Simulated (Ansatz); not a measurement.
```yaml
crystal:
  lattice:
    - [12.50000, 0.00000, 0.00000]
    - [0.00000, 11.00000, 0.00000]
    - [0.00000, 0.00000, 2.50114]
  atoms:
    - { symbol: Zn, position: [0.40549, 0.50000, 0.00000] }
    - { symbol: Zn, position: [0.59451, 0.50000, 0.50000] }
```

All values below come from PBE (plane waves to 420 eV, PAW; Ansatz, a first-principles code). Mesh 1×1×68. No spin polarisation, so a magnetic state wasn't tested. It repeats along c; a and b span vacuum. A model structure. It keeps the symmetry and period of its start, so it need not be a minimum against all distortions. Pairing along the axis, which can open a gap, is among the distortions not tried.

Q: Say what this body is, and give its properties.

A: Free zigzag chain of Zn atoms. A hypothetical model.
- PBE gap: none (under 0.01 eV)
- crossings of the Fermi level between Γ and the zone edge (49 points): 3, each for both spins (ideal conductance 3 × 2e²/h)
